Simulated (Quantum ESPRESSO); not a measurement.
A self-consistent single point of In (I4/mmm, 1 atom in the cell) with Quantum ESPRESSO.

Method of the run: PBE, SSSP 1.1.2 efficiency (PBE) pseudopotentials (plane waves; Quantum ESPRESSO).

```yaml
crystal:
  lattice:
    - [-1.64783, 1.64783, 2.52057]
    - [1.64783, -1.64783, 2.52057]
    - [1.64783, 1.64783, -2.52057]
  atoms:
    - { symbol: In, position: [0.00000, 0.00000, 0.00000] }
```

Reference input (self-consistent single point, DFT, PBE, plane waves, SSSP 1.1.2 efficiency (PBE) pseudopotentials): ecutwfc = 55 Ry; ecutrho = 440 Ry; occupations = smearing; smearing = fd; degauss = 0.0073499 Ry; potentials = {In: In.pbe-dn-rrkjus_psl.0.2.2.UPF}; K_POINTS = automatic 14 14 14 0 0 0; conv_thr = 1e-10 Ry; mixing_beta = 0.4. This run's input differs from it in these lines:

```diff
@@ -12,4 +12,4 @@
    ntyp = 1,
-   ecutwfc = 55,
-   ecutrho = 440,
+   ecutwfc = 33,
+   ecutrho = 264,
    occupations = 'smearing',
```

Output (repeated stretches shortened):

```
     Self-consistent Calculation

     iteration #  1     ecut=    33.00 Ry     beta= 0.40

     Threshold (ethr) on eigenvalues was too large:
     Diagonalizing with lowered threshold

     total energy              =    -144.83642733 Ry
     estimated scf accuracy    <       0.00519787 Ry

     iteration #  2     ecut=    33.00 Ry     beta= 0.40

     total energy              =    -144.83660959 Ry
     estimated scf accuracy    <       0.00088931 Ry

     iteration #  3     ecut=    33.00 Ry     beta= 0.40
     c_bands:  1 eigenvalues not converged
     c_bands:  1 eigenvalues not converged
     c_bands:  1 eigenvalues not converged

     total energy              =    -144.83676540 Ry
     estimated scf accuracy    <       0.00011522 Ry

   [... 6 blocks of this kind left out ...]

     iteration # 10     ecut=    33.00 Ry     beta= 0.40

     total energy              =    -144.83677981 Ry
     estimated scf accuracy    <          1.9E-10 Ry

     iteration # 11     ecut=    33.00 Ry     beta= 0.40
     End of self-consistent calculation

     Number of k-points >= 100: set verbosity='high' to print the bands.

     the Fermi energy is     9.4547 ev

!    total energy              =    -144.83677981 Ry
     estimated scf accuracy    <          3.6E-12 Ry
     smearing contrib. (-TS)   =      -0.00104326 Ry
     internal energy E=F+TS    =    -144.83573655 Ry

     convergence has been achieved in  11 iterations

     Forces acting on atoms (cartesian axes, Ry/au):

     atom    1 type  1   force =     0.00000000    0.00000000    0.00000000

     Total force =     0.000000     Total SCF correction =     0.000000

          total   stress  (Ry/bohr**3)                   (kbar)     P=       -2.82
  -0.00001856   0.00000000   0.00000000           -2.73        0.00        0.00
   0.00000000  -0.00001856   0.00000000            0.00       -2.73        0.00
   0.00000000   0.00000000  -0.00002038            0.00        0.00       -3.00

   JOB DONE.
```

The run converged in 11 iterations. Against the reference run the free energy rises by 83.1 meV/atom and the pressure goes from 0.06 to -0.28 GPa. The full log also holds: “c_bands:  1 eigenvalues not converged”.

The starting cell comes from a database of computed structures (which also holds hypothetical and non-ambient phases and stackings), without a prior relaxation at this level. Its lattice was rescaled by a random factor within 2.5 % of one. At the lowered cutoff the pressure carries the error of an incomplete plane-wave basis.
